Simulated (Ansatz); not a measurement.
# BN, response to strain

The parent structure is BN in the h-BN type structure (space group P6_3/mmc, No. 194; a = 2.501 Å, c = 6.526 Å; layered, stacked along the Cartesian z axis). Axes: x lies along a and z along c of the hexagonal cell.

Strains are applied to the cell and any free atomic positions relax; under biaxial strain the out-of-plane vector relaxes too.

Method: Kohn–Sham DFT with the r2SCAN+rVV10 functional, run in Ansatz (a first-principles code) with PAW and 500 eV plane waves, scalar-relativistic without spin-orbit coupling.

Candidates:
(a) isotropic strain +3.98 %
(b) strain tensor (xx, yy, zz, yz, xz, xy) = (+1.20, +0.21, −1.58, −0.01, +1.04, −0.01) %
(c) biaxial strain −4.40 %, plane normal [001], relaxed out of plane
(d) uniaxial strain ε_xx = +5.35 %

For the base:

```
Property    Value
--------  -------
Band gap  4.74 eV
```

Order them by band gap, lowest first.

(d) uniaxial strain ε_xx = +5.35 % (4.47 eV), (a) isotropic strain +3.98 % (4.58 eV), (b) strain tensor (xx, yy, zz, yz, xz, xy) = (+1.20, +0.21, −1.58, −0.01, +1.04, −0.01) % (4.64 eV), (c) biaxial strain −4.40 %, plane normal [001], relaxed out of plane (4.97 eV)

Whether these cells are dynamically stable was not tested.
